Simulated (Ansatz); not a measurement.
# Worked example: self-consistent single point of CdTe (Fm-3m, 2 atoms in the cell) in Ansatz

Computed with r2SCAN, default PAW files made with PBE (plane waves; Ansatz, a program for electronic structure).

This input was run:

Ansatz 0.2 input:
```yaml
# CdTe
crystal:
  lattice:
    - [0.00000000, 3.06656500, 3.06656500]
    - [3.06656500, 0.00000000, 3.06656500]
    - [3.06656500, 3.06656500, 0.00000000]
  atoms:
    - { symbol: Cd, position_ang: [0.00000000, 0.00000000, 0.00000000] }
    - { symbol: Te, position_ang: [3.06656500, 3.06656500, 3.06656500] }
kpoints:
  mp_grid: { grid: [12, 12, 12] }
hamiltonian:
  xc: r2scan
  pseudopotentials: { kind: paw }
scf:
  occupations: { method: cold, width: 0.1 }
output:
  forces: true
  eigenvalues: true
  stress: true
```

Output, abridged:

```
WARN basis.ecutwfc = 500 eV, the default
WARN ansatz: RAYON_NUM_THREADS=1 ignored (pool sized by the plan → 1); use --threads N
Pseudopotentials: kind: paw
Pseudopotential: Cd, paw, valence charge 20
Pseudopotential: Te, paw, valence charge 16
Crystal: 2 atoms, lattice volume = 57.675 Å³
Basis set: ecut = 500 eV, 1459 PW (Γ), exchange–correlation on 128×128×128 points (64 copies of the dense FFT grid, shifted against one another)
Bands: 22, of which v1, the nominal top of the filled ones, is band 18 counted from 1 (17 counted from 0)
Symmetry: 48 space group operations
Space group: Fm-3m (ITA 225), of the structure as read, at distance tolerance 3.9e-5 Å
k-points: 72 of 1728
PAW frozen core: Cd, regenerated for the run's functional
PAW frozen core: Te, regenerated for the run's functional
Initial density: superposition of atomic densities (neutral atoms: chi_scale 0, normalization atom), corrected by the library's trained network
Initial wavefunctions: pseudopotential atomic-orbital guess
Eigensolver: davidson
Functional: x = r2scan, c = r2scan; τ floored in thin density (d = 2e-4 eV/Å³)
SCF iter   1: F=—  HF=-15263.787637 eV  |F-HF|=—  |Δ(HF+E_count)|=         —  Δρ=5.70e-3  dr2=1.20e-2  dr2_τ=1.10e-2  ethr=1.77e-3  ⟨swp⟩=5.7  Hψ=7220  notcnv=0
all-band conjugate gradients solve this SCF's bands
preconditioner: auto → Kerker (q_TF=auto, 2.522 Å⁻¹)
SCF iter   2: F=—  HF=-15263.796411 eV  |F-HF|=—  |Δ(HF+E_count)|=   8.77e-3  S|Δr|=    0.00e0  Δρ=3.58e-3  dr2=5.52e-3  dr2_τ=5.64e-4  ethr=3.34e-5  ⟨swp⟩=2.0  Hψ=3027  notcnv=0
SCF iter   3: F=—  HF=-15263.798179 eV  |F-HF|=—  |Δ(HF+E_count)|=   1.77e-3  S|Δr|=    0.00e0  Δρ=5.99e-4  dr2=4.27e-4  dr2_τ=6.17e-6  ethr=1.53e-5  ⟨swp⟩=2.0  Hψ=2231  notcnv=0
SCF iter   4: F=—  HF=-15263.798261 eV  |F-HF|=—  |Δ(HF+E_count)|=   8.22e-5  S|Δr|=    0.00e0  Δρ=1.76e-4  dr2=9.58e-6  dr2_τ=1.36e-6  ethr=1.19e-6  ⟨swp⟩=2.0  Hψ=2236  notcnv=0
SCF iter   5: F=—  HF=-15263.798242 eV  |F-HF|=—  |Δ(HF+E_count)|=   1.90e-5  S|Δr|=    0.00e0  Δρ=5.25e-5  dr2=2.54e-6  dr2_τ=3.78e-8  ethr=2.66e-8  ⟨swp⟩=2.0  Hψ=2622  notcnv=0
SCF iter   6: F=—  HF=-15263.798242 eV  |F-HF|=—  |Δ(HF+E_count)|=   2.47e-7  S|Δr|=    0.00e0  Δρ=2.33e-5  dr2=4.97e-7  dr2_τ=5.48e-9  ethr=7.05e-9  ⟨swp⟩=2.0  Hψ=2596  notcnv=0
SCF iter   7: F=-15263.798243 eV  HF=-15263.798243 eV  |F-HF|=1.76e-8  |Δ(HF+E_count)|=   1.49e-7  S|Δr|=    0.00e0  Δρ=7.78e-6  dr2=5.08e-8  dr2_τ=8.62e-10  ethr=2.78e-10  ⟨swp⟩=5.5  Hψ=6545  notcnv=0
SCF 1 converged in 7 iterations: F = -15263.798243 eV  dr2 = 5.08e-8
SCF converged after 7 iterations
Stability not checked (fill_not_monotonic)
Free energy (F): -15263.798243 eV
Harris-Foulkes:  -15263.798243 eV  (|F-HF|=1.76e-8)
Internal energy: -15263.798348 eV  (E = F + TS)
E sigma→0 (E₀):  -15263.798278 eV
Entropy (-TS):   0.000106 eV (0.053 meV/atom)
Fermi energy:    9.660103 eV
--- Per-component energies (eV) ---
  E_band       = -745.675315
  E_kinetic    = 685.199020
  E_local      = -4626.297843  (includes V_loc(G=0)·N_el)
  E_nonlocal   = -275.201428
  E_hartree    = 2378.824833
  E_xc         = -283.055922
  E_vxc        = -356.558010  (∫ρ·V_xc dr)
  E_paw        = -8793.486414  (= ΣΔE_a)
  E_vpaw       = -954.349110  (= ΣTr[D̂ρ^β])
  E_aug_tail   = -0.000030  (compensation charges beyond the density's cutoff)
  E_vtau       = 23.871747  (kinetic-family band-sum trace: ∫τ·v_τ [+ j·A + Jᵃ·Aᵃ] dr)
  E_ewald      = -4349.500649
  E_core_change = -0.279915  (= ΣΔE_core)
  E_smearing   = 0.000106  (= −TS)
  E_closure    = -0.000000  (closes the sum)
  Σ components = -15263.798243   (vs F -15263.798243, Δ=0.00e0)
--- Forces (eV/Å), atoms counted from 1 ---
  atom   1  Cd    -0.00000000     0.00000000    -0.00000000
  atom   2  Te     0.00000000    -0.00000000     0.00000000
  max |Σ_I F_I| component: 8.73e-29 eV/Å
--- Stress (GPa, compression-positive) ---
       -1.231739       0.000000      -0.000000
        0.000000      -1.231739      -0.000000
        0.000000       0.000000      -1.231739
  P = ⅓ Tr σ = -1.2317 GPa (-12.317 kbar)
  The stress holds the Pulay correction. Without it, at fixed plane waves, as pw.x and ABINIT print it: P = -1.2825 GPa
--- Band table (eV; the first three rows and the last of 72) ---
  k-point 0: bands = ["-95.5848", "-55.7410", "-55.7410", "-55.7410", "-27.2032", "-27.2032", "-27.1945", "-27.1945", "-27.1945", "-2.2008", "0.9807", "0.9807", "1.0175", "1.0175", "1.0175", "9.1799", "9.1799", "9.1799", "10.5052", "17.2332", [...]
  k-point 1: bands = ["-95.5848", "-55.7410", "-55.7410", "-55.7410", "-27.2032", "-27.2032", "-27.1944", "-27.1944", "-27.1944", "-2.1443", "0.9719", "0.9719", "1.0155", "1.0213", "1.0213", "8.4315", "9.2012", "9.2012", "11.2041", "16.5988", [...]
  k-point 2: bands = ["-95.5848", "-55.7410", "-55.7410", "-55.7410", "-27.2031", "-27.2031", "-27.1943", "-27.1942", "-27.1942", "-1.9815", "0.9456", "0.9456", "1.0095", "1.0344", "1.0344", "7.3022", "9.2631", "9.2631", "12.1405", "15.8352", [...]
  k-point 71: bands = ["-95.5848", "-55.7411", "-55.7411", "-55.7411", "-27.2034", "-27.2025", "-27.1937", "-27.1937", "-27.1924", "-1.2562", "0.9123", "1.0286", "1.0286", "1.1285", "1.6919", "6.3589", "6.4536", "6.4536", "12.2156", "14.8935", [...]
```

The run converged in 7 iterations.

The starting cell comes from a database of computed structures (which also holds hypothetical and non-ambient phases and stackings), without a prior relaxation at this level. Spin-orbit coupling is off. Ansatz's pressure includes its estimate of the finite-basis (Pulay) stress. The run gives no clean gap (levels at the Fermi energy touch, overlap or are partly filled at this smearing), which alone does not show that the compound is a metal.
